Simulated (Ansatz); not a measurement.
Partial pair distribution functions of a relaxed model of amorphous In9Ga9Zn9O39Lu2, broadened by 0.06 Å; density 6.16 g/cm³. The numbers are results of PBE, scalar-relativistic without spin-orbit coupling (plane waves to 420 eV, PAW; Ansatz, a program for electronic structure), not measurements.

A CHGNet melt-quench gave the starting glass, which DFT then relaxed. O atoms were pushed apart under 1.9 Å during the dynamics, to hinder bonds among them. The hot cell started wider than the set density and was brought back towards it in steps. It is the lowest in DFT energy of 2 quenches. It is a model cell: composition and starting density were chosen by hand, and all elements were melted together. No dispersion term was used. Its density started from a set value of 6.19 and ended at 6.16 g/cm³. The simulated quench (nominally 320 K/ps over its main leg) is rapid and tends to freeze in more defects than a deposited or slowly cooled glass has. Values belong to this one cell and scatter from quench to quench. Volume and shape were free in the relaxation.

```tsv
r (Å)	g In-O	g Ga-O	g In-In	g Ga-Ga
1.65	0.00	0.01	0.00	0.00
1.75	0.00	0.63	0.00	0.00
1.85	0.00	4.60	0.00	0.00
1.95	0.30	9.00	0.00	0.00
2.05	3.40	6.41	0.00	0.00
2.15	7.76	2.20	0.00	0.00
2.25	5.45	0.33	0.00	0.00
2.35	2.09	0.18	0.00	0.00
2.45	0.70	0.15	0.00	0.00
2.55	0.26	0.01	0.00	0.00
2.65	0.04	0.00	0.00	0.00
2.75	0.02	0.00	0.00	0.43
2.85	0.18	0.01	0.00	3.15
2.95	0.25	0.10	0.12	4.75
3.05	0.19	0.11	1.19	4.69
3.15	0.21	0.01	1.61	1.25
3.25	0.34	0.14	0.95	1.76
3.35	0.53	0.35	2.51	0.83
3.45	0.66	0.32	2.13	0.80
3.55	0.53	0.46	2.15	0.64
3.65	0.81	0.94	2.28	0.79
3.75	1.20	1.07	3.33	0.43
3.85	1.16	1.17	3.68	1.17
3.95	0.91	1.79	1.43	1.91
4.05	0.91	1.80	1.04	0.21
4.15	1.02	1.11	0.76	0.00
4.25	1.06	0.98	0.25	0.00
4.35	1.37	1.29	0.02	0.00
4.45	1.59	1.45	0.35	0.17
4.55	1.44	1.42	0.44	0.92
```

Within 2.66 Å each In has 5.44 O neighbours on average.
